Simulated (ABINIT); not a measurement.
## Cost against accuracy: ngkpt for NaF (Fm-3m, 2 atoms in the cell)

```
CELL_PARAMETERS angstrom
      0.00000     2.25801     2.25801
      2.25801     0.00000     2.25801
      2.25801     2.25801     0.00000
ATOMIC_POSITIONS crystal
  Na 0.00000 0.00000 0.00000
  F  0.50000 0.50000 0.50000
```

Method: PBE, norm-conserving pseudopotentials (PseudoDojo nc-sr-05 PBE standard) (plane waves; ABINIT).

Base settings: pseudos = [Na.upf, F.upf]; ecut = 1197 eV; ixc = 11; occopt = 1; ngkpt = 7 7 7; nshiftk = 1; shiftk = 0 0 0; potentials = PseudoDojo nc-sr-05 PBE standard; nband = 10; kptopt = 1.

Misses are taken against the tightest run, 31 31 31, which need not be fully converged itself. The energy is the free energy per atom.

The count of work is k-points × plane waves × bands × iterations; it is no time, and leaves out set-up, grids and terms that scale otherwise. Core times come from one kind of shared machine and are given to one figure; runs under 30 s give none.

The starting cell comes from a database of computed structures (which also holds hypothetical and non-ambient phases and stackings), without a prior relaxation at this level. Its lattice was rescaled by a random factor within 2.5 % of one. In the base run, with a pressure of about 7 GPa the cell is away from its equilibrium volume at this level.

```tsv
ngkpt	energy less reference (meV/atom)	pressure less reference (GPa)	count of work / reference	core time / reference (rough)
1 1 1	2230.77	39.55	0.00066	–
2 2 2	69.61	1.40	0.0020	–
3 3 3	3.22	0.07	0.0049	–
7 7 7	0.00	0.00	0.024	–
9 9 9	0.00	0.00	0.043	–
10 10 10	0.00	0.00	0.058	–
12 12 12	0.00	0.00	0.088	0.09
14 14 14	0.00	0.00	0.13	0.1
17 17 17	0.00	0.00	0.20	0.2
20 20 20	0.00	0.00	0.31	0.3
25 25 25	0.00	0.00	0.56	0.5
31 31 31	0.00	0.00	1.0	1
```

Coarsest setting among those run that, with all tighter ones, holds the energy within 5 meV/atom of the reference: 3 3 3, off by 3.2 meV/atom; it needs 0.0049 of the reference's count of work.

Coarsest setting among those run that, with all tighter ones, holds the energy within 1 meV/atom of the reference: 7 7 7, off by 0.00 meV/atom; it needs 0.024 of the reference's count of work.

The step from 2 2 2 to 3 3 3: it takes the miss in the energy from 70 to 3.2 meV/atom, for 2.4 times the count of work.
